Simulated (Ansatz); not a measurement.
Faces of litharge SnO in 1x1 cells, as slabs relaxed from ideal cuts; for each face the lowest of the symmetric, stoichiometric cuts and spin starts that were computed. The slabs keep the symmetry of their cuts; real faces may buckle, or reconstruct in larger cells. No spin-orbit coupling, no Hubbard U.

Calculation: PBE with D3(BJ) dispersion (plane waves to 420 eV, PAW; Ansatz, a quantum-chemistry and plane-wave program).

```json
[
 {"face": "(001)", "cell area (Å²)": "14.71", "outermost plane spacing of the ideal cut (Å)": "1.16", "γ unrelaxed (J/m²)": "0.29", "γ relaxed (J/m²)": "0.29"},
 {"face": "(100)", "cell area (Å²)": "18.26", "outermost plane spacing of the ideal cut (Å)": "1.92", "γ unrelaxed (J/m²)": "0.68", "γ relaxed (J/m²)": "0.61"},
 {"face": "(101)", "cell area (Å²)": "23.45", "outermost plane spacing of the ideal cut (Å)": "0.73", "γ unrelaxed (J/m²)": "0.64", "γ relaxed (J/m²)": "0.56"},
 {"face": "(102)", "cell area (Å²)": "34.62", "outermost plane spacing of the ideal cut (Å)": "0.99", "γ unrelaxed (J/m²)": "0.55", "γ relaxed (J/m²)": "0.49"},
 {"face": "(111)", "cell area (Å²)": "29.72", "outermost plane spacing of the ideal cut (Å)": "0.60", "γ unrelaxed (J/m²)": "0.99", "γ relaxed (J/m²)": "…"},
 {"face": "(112) (like top atoms buckled by 0.4 Å)", "cell area (Å²)": "39.14", "outermost plane spacing of the ideal cut (Å)": "1.79", "γ unrelaxed (J/m²)": "0.89", "γ relaxed (J/m²)": "0.62"},
 {"face": "(201)", "cell area (Å²)": "39.37", "outermost plane spacing of the ideal cut (Å)": "0.43", "γ unrelaxed (J/m²)": "0.70", "γ relaxed (J/m²)": "0.61"},
 {"face": "(210)", "cell area (Å²)": "40.83", "outermost plane spacing of the ideal cut (Å)": "0.86", "γ unrelaxed (J/m²)": "1.37", "γ relaxed (J/m²)": "0.81"},
 {"face": "(211)", "cell area (Å²)": "43.40", "outermost plane spacing of the ideal cut (Å)": "0.39", "γ unrelaxed (J/m²)": "1.30", "γ relaxed (J/m²)": "…"},
 {"face": "(212)", "cell area (Å²)": "50.32", "outermost plane spacing of the ideal cut (Å)": "0.71", "γ unrelaxed (J/m²)": "0.87", "γ relaxed (J/m²)": "0.63"}
]
```

### Question
Some entries are withheld; supply them.

### Answer

- (111), γ relaxed (J/m²): 0.70
- (211), γ relaxed (J/m²): 0.84
